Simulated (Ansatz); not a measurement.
**MnCl2 (R-3m, No. 166)**

Level of theory: LDA in Ansatz (PAW).

Settings: plane-wave cutoff 500 eV, 12×12×12 k mesh, gaussian smearing 0.02 eV, spin-polarised start, scalar-relativistic PAW data made under PBE.

Cell: relaxed at this level.

```yaml
equilibrium_volume_per_atom: 20.94 Å³/atom
lattice_constant_a: 3.574 Å
lattice_parameter_c: 17.034 Å
band_gap: 0.88 eV (on the SCF k mesh)
```

Note: the magnetic order was assumed, not searched for or taken from measurement; the volume lies 8 % below that of the published cell.

The computed numbers hold no vibrational or temperature effects.

It cost around 3 core-minutes (rough) of CPU time.

Ansatz is a first-principles code.
